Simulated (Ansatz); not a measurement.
InP (F-43m), HSE06 with spin-orbit coupling, rigid bands run with Ansatz (a first-principles code). Band gap 1.41 eV, N_c = 6.82e17 cm⁻³ and N_v = 2.15e19 cm⁻³ at 300 K, conductivity masses of 0.0951 mₑ (electrons) and 0.537 mₑ (holes). Take k_BT = 0.02585 eV.

Problem. What built-in voltage has an abrupt junction with N_A = 1e16 and N_D = 1e17 cm⁻³, all dopants ionised?

Solution. V_bi = E_g/e − (k_BT/e) ln(N_c N_v/(N_A N_D)) = 1.41 − 0.02585 × 9.59 = 1.16 V, for the computed gap.

Problem. Find the intrinsic carrier density and the intrinsic Fermi level.

Solution. n_i = √(N_c N_v) exp(−E_g/2k_BT) = 3.83e18 × exp(−27.27) = 5.5e6 cm⁻³. The level lies (k_BT/2) ln(N_v/N_c) = 45 meV from mid-gap (positive towards the conduction band). Each 0.1 eV added to the gap lowers n_i by a factor of 6.9.

Problem. What thermal injection velocity √(2k_BT/πm) limits a ballistic channel?

Solution. 1.74e7 cm/s for electrons and 7.34e6 cm/s for holes, a ratio of √(m_h/m_e) = 2.38, for dilute carriers.

Rigid bands with the computed gap; masses take one relaxation time for all states. Geometry: cell and atoms relaxed with PBEsol.
